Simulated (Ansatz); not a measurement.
An Ansatz (an electronic-structure program) run: Ru with a change (tensor shear ε_xz = +1.43 %); PBEsol, PAW, 420 eV (Ansatz; without spin-orbit coupling).

Input:

Ansatz 0.2 input:
```yaml
crystal:
  lattice:
    - [2.6913926719, 0, 0.0384869152]
    - [-1.3456963359, 2.3308144254, -0.0192434576]
    - [0.0607593851, 0, 4.2489080503]
  atoms:
    - { symbol: Ru, position: [0.6666666667, 0.3333333333, 0.75] }
    - { symbol: Ru, position: [0.3333333333, 0.6666666667, 0.25] }
basis: { ecutwfc: 420, ecutrho_ratio: 4, xc_grid: 2, fft_grid_basis: typed }
kpoints: { mp_grid: { grid: [25, 25, 14] } }
hamiltonian:
  xc: pbesol
  dispersion: none
  pseudopotentials: { kind: paw }
scf: { occupations: { method: fermi_dirac, width: 0.1 }, convergence: { dr2_threshold: 0.0000000002 } }
relax: { f_tol: 0.005, max_steps: 50 }
output: { forces: true, stress: true }
checkpoint: { write: state.ck, write_every: 1000 }
```

Output (explanatory and most iteration lines left out):

```
Relaxation: its limit of steps is 50 (relax.max_steps)
Pseudopotential: Ru, paw, valence charge 16
Crystal: 2 atoms, lattice volume = 26.649 Å³
Basis set: ecut = 420 eV, 537 PW (Γ), exchange–correlation on 36×36×60 points (8 copies of the dense FFT grid, shifted against one another)
Bands: 20, of which v1, the nominal top of the filled ones, is band 16 counted from 1 (15 counted from 0)
Symmetry: 4 space group operations
Space group: C2/c (ITA 15), of the structure as read, at distance tolerance 3.0e-5 Å
k-points: 2288 of 8750
Functional: x = pbesol(κ = 0.804, μ = 0.12345679012345678), c = pbesol(β = 0.046)
SCF iter   1: F=—  HF=-11633.025555 eV  |F-HF|=—  |Δ(HF+E_count)|=         —  Δρ=1.10e-2  dr2=1.97e-2  ethr=1.77e-3  ⟨swp⟩=5.0  Hψ=422043  notcnv=0  defer=369
SCF iter   2: F=—  HF=-11633.022051 eV  |F-HF|=—  |Δ(HF+E_count)|=   3.50e-3  Δρ=5.74e-3  dr2=5.23e-3  ethr=6.16e-5  ⟨swp⟩=2.0  Hψ=80102  notcnv=0  defer=474
SCF 1 converged in 7 iterations: F = -11633.021004 eV  dr2 = 1.27e-11
relax step   1: F+E_penalty+E_count = -11633.02100382 eV  Δ(F+E_penalty+E_count) = +0.000e0 eV  max|allowed force component| = 1.913e-2 eV/Å  Δτ_max = 0.0000 Å  (7 SCF iters, accepted)
Crystal: 2 atoms, lattice volume = 26.649 Å³
Bands: 24, of which v1, the nominal top of the filled ones, is band 16 counted from 1 (15 counted from 0)
SCF iter   1: F=—  HF=-11633.021056 eV  |F-HF|=—  |Δ(HF+E_count)|=         —  Δρ=3.72e-4  dr2=2.48e-5  ethr=7.13e-8  ⟨swp⟩=1.6  Hψ=170616  notcnv=0  defer=2454
SCF iter   2: F=—  HF=-11633.021022 eV  |F-HF|=—  |Δ(HF+E_count)|=   3.41e-5  Δρ=1.58e-4  dr2=2.13e-6  ethr=7.13e-8  ⟨swp⟩=2.0  Hψ=70727  notcnv=0  defer=2454
SCF 2 converged in 6 iterations: F = -11633.021020 eV  dr2 = 4.16e-13
relax step   2: F+E_penalty+E_count = -11633.02102009 eV  Δ(F+E_penalty+E_count) = -1.626e-5 eV  max|allowed force component| = 1.089e-2 eV/Å  Δτ_max = 0.0020 Å  (6 SCF iters, accepted)
Crystal: 2 atoms, lattice volume = 26.649 Å³
SCF iter   1: F=—  HF=-11633.021056 eV  |F-HF|=—  |Δ(HF+E_count)|=         —  Δρ=1.34e-4  dr2=3.25e-6  ethr=1.02e-7  ⟨swp⟩=2.3  Hψ=110024  notcnv=0  defer=1723
SCF iter   2: F=—  HF=-11633.021028 eV  |F-HF|=—  |Δ(HF+E_count)|=   2.81e-5  Δρ=5.73e-5  dr2=2.80e-7  ethr=1.02e-8  ⟨swp⟩=2.2  Hψ=88199  notcnv=0  defer=1704
SCF 3 converged in 6 iterations: F = -11633.021028 eV  dr2 = 6.01e-14
relax step   3: F+E_penalty+E_count = -11633.02102790 eV  Δ(F+E_penalty+E_count) = -7.817e-6 eV  max|allowed force component| = 3.417e-5 eV/Å  Δτ_max = 0.0007 Å  (6 SCF iters, accepted)
SCF converged after 6 iterations
Free energy (F): -11633.021028 eV
Internal energy: -11632.968699 eV  (E = F + TS)
E sigma→0 (E₀):  -11632.994863 eV
Entropy (-TS):   -0.052329 eV (-26.165 meV/atom)
Fermi energy:    23.929493 eV
--- Forces (eV/Å), atoms counted from 1 ---
  atom   1  Ru     0.00000000     0.00003417    -0.00000000
  atom   2  Ru    -0.00000000    -0.00003417     0.00000000
--- Stress (GPa, compression-positive) ---
        0.186027      -0.000000      -5.823022
       -0.000000       0.140417       0.000000
       -5.823022       0.000000       0.469580
  P = ⅓ Tr σ = 0.2653 GPa (2.653 kbar)
--- Relaxed structure (3 steps of the walk, 3 accepted, 0 SCFs on fresh bases) ---
  atoms:
    - { symbol: Ru, position: [0.6663960690674173, 0.3327921381348345, 0.7500000000000001] }
    - { symbol: Ru, position: [0.33360393093258267, 0.6672078618651655, 0.25] }
```

The cells carry an imposed strain or load. Stability against distortions was not tested. All final runs are without spin polarisation. The cell was made from Ru in the hcp (Mg type) structure (space group P6_3/mmc, No. 194) by this change: tensor shear ε_xz = +1.43 %.
